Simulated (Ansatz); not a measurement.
## What uniaxial stress, 8 GPa compression along x does to TlBiS2

Base system: TlBiS2 (space group R-3m, No. 166; a = 4.085 Å, c = 21.704 Å (hexagonal axes)). Axes: x lies along a and z along c of the hexagonal cell.

It is then changed as follows: uniaxial stress, 8 GPa compression along x, with the cell and atoms free to relax against it.

Level of theory: PBEsol, PAW, 420 eV (Ansatz, a first-principles code; without spin-orbit coupling). Settings: 9×9×9 k-points, 0.05 eV Fermi–Dirac smearing.

```json
[
 {"quantity": "volume per atom", "base": "26.13 Å³", "changed": "24.66 Å³", "shift": "-1.477 Å³"},
 {"quantity": "space group", "base": "R-3m (No. 166)", "changed": "C2/m (No. 12)", "shift": "–"},
 {"quantity": "energy relative to the base (free energy F)", "base": "0 meV/atom", "changed": "+79 meV/atom", "shift": "+79 meV/atom"},
 {"quantity": "band gap", "base": "0.16 eV", "changed": "zero", "shift": "–"},
 {"quantity": "strain response (xx, yy, zz) (rough)", "base": "–", "changed": "(−12.20, +2.66, +4.83) %", "shift": "–"}
]
```

Final structure:

```yaml
crystal:
  lattice:
    - [1.79321, 1.50920, 7.63296]
    - [-1.79321, 1.50920, 7.63296]
    - [0.00000, -2.12250, 7.48694]
  atoms:
    - { symbol: Tl, position: [0.50000, 0.50000, 0.50000] }
    - { symbol: Bi, position: [0.00000, 0.00000, 0.00000] }
    - { symbol: S, position: [0.26068, 0.26068, 0.25972] }
    - { symbol: S, position: [0.73932, 0.73932, 0.74028] }
```

Cost of the whole job for the changed cell (relaxation, final SCF and bands): around 4 core-minutes (rough).

A case with no gap was solved on a k-mesh chosen for an insulator, which is coarse for it. Without a gap, meshes like the base's 9×9×9 leave anisotropic stresses uncertain by several tenths of a GPa, and small strain energies with them. With Bi and Tl present, leaving out spin-orbit coupling can change the band edges. Beyond what the load breaks, stability against distortions was not tested. All final runs are without spin polarisation. A zero or small gap of TlBiS2 can be the functional's error rather than a property of the material.
